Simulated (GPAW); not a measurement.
GPAW run on Pt (Fm-3m, 1 atom in the cell): self-consistent single point.

Computed with PBE, GPAW PAW datasets PBE (gpaw-data 1.0.1) (plane waves; GPAW 25.7.0).

The change in words: lattice scaled by 0.98. Reference geometry:
```xyz
1
Lattice="0.0000 2.0031 2.0031 2.0031 0.0000 2.0031 2.0031 2.0031 0.0000" Properties=species:S:1:pos:R:3 pbc="T T T"
Pt     0.0000     0.0000     0.0000
```

Reference input (self-consistent single point, DFT PBE, plane waves, GPAW PAW datasets PBE (gpaw-data 1.0.1)): mode = pw; ecut = 600 eV; xc = PBE; kpts = 19 19 19; mesh shift (steps) = 0 0 0; occupations.name = fermi-dirac; occupations.width = 0.05 eV; nbands = -7; symmetry.symmorphic = false; symmetry.tolerance = 0.0005; maxiter = 100. This run's input differs from it in these lines:

```diff
@@ -5,5 +5,5 @@
 atoms = Atoms(['Pt'],
-              cell=[[0.000000, 2.003120, 2.003120],
-                    [2.003120, 0.000000, 2.003120],
-                    [2.003120, 2.003120, 0.000000]],
+              cell=[[0.000000, 1.963058, 1.963058],
+                    [1.963058, 0.000000, 1.963058],
+                    [1.963058, 1.963058, 0.000000]],
               scaled_positions=[[0.000000, 0.000000, 0.000000]],
```

Log, with long lists cut:

```
     iter     time        total  log10-change:
                         energy   eigst   dens
iter:   1 --:--:--    -6.846353
iter:   2 --:--:--    -6.771558   -1.83  -1.44
iter:   3 --:--:--    -6.458304   -1.90  -1.48
iter:   4 --:--:--    -6.431216   -3.55  -2.04
iter:   5 --:--:--    -6.427568   -2.73  -2.20
iter:   6 --:--:--    -6.427820c  -4.21  -3.37
iter:   7 --:--:--    -6.427155c  -4.61  -3.09
iter:   8 --:--:--    -6.427420c  -4.21  -3.06
iter:   9 --:--:--    -6.427420c  -6.13  -4.48c
iter:  10 --:--:--    -6.427419c  -7.72c -4.42c
Converged after 10 iterations.

Dipole moment: (-0.000000, 0.000000, 0.000000) |e|*Ang

Energy contributions relative to reference atoms: (reference = -500375.362767)

Kinetic:         -4.500635
Potential:       +2.866076
External:        +0.000000
XC:              -4.245513
Entropy (-ST):   -0.016489
Local:           -0.539102
SIC:             +0.000000
--------------------------
Free energy:     -6.435664
Extrapolated:    -6.427419

Showing only first 2 kpts
 Kpt  Band  Eigenvalues  Occupancy
  0     6      8.31969    2.00000
  0     7     10.44080    2.00000
  0     8     10.44080    2.00000
  0     9     27.17327    0.00000

  1     6      8.39567    2.00000
  1     7     10.33244    2.00000
  1     8     10.47983    2.00000
  1     9     27.40477    0.00000

Fermi level: 12.04550

No gap
No difference between direct/indirect transitions
Energy (eV): -6.427419

Forces in eV/Ang:
  0 Pt    0.00000    0.00000    0.00000

Stress tensor:
    -0.053177    -0.000000     0.000000
    -0.000000    -0.053177     0.000000
     0.000000     0.000000    -0.053177
Stress (GPa, Voigt): [-8.5199 -8.5199 -8.5199  0.      0.     -0.    ]
```

The run converged in 10 iterations. GPAW prints stress with tension positive. Against the reference run the free energy rises by 3.8 meV/atom and the pressure goes from -6.60 to 8.52 GPa.

The starting cell comes from a database of computed structures (which also holds hypothetical and non-ambient phases and stackings), without a prior relaxation at this level. Its lattice was rescaled by a random factor within 2.5 % of one. For this run, on top of that: lattice scaled by 0.98. Spin polarisation is off. With a pressure of about 9 GPa the cell is away from its equilibrium volume at this level.
